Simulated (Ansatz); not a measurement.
Functionals compared on a constructed model of the (000-1) surface of wurtzite GaN (in the relaxation 3 Ga–N bonds formed), N-terminated, 2x2 Ga adatom at T4 (bottom of the slab: 3 H on 4 bottom sites), in Ansatz (plane waves, PAW). The structure was relaxed with PBE; the other rows are single points on it. Cutoff 420 eV (500 eV for r2SCAN).

Slab: 44 atoms, 14.6 Å thick at the start with caps and adatoms; k 4x4x1, smearing 0.025 eV, dipole-corrected; 8 atoms held, the rest relaxed; held to the start's symmetry, so lower structures may exist; no spin, no spin-orbit, no U. In PBE it lies 0.21 eV a 1x1 cell over the lowest computed structure of the same composition (2x2 Ga adatom at H3). These notes are the PBE run's.

| functional | gap of the slab on its k-mesh (eV) | highest filled level below the top vacuum level (eV) | rough cost of the single point |
|---|---|---|---|
| PBE | 0.32 | 4.54 | – |
| r2SCAN | 0.42 | 4.69 | very roughly 6 core-minutes |

Ansatz is a program for electronic structure.
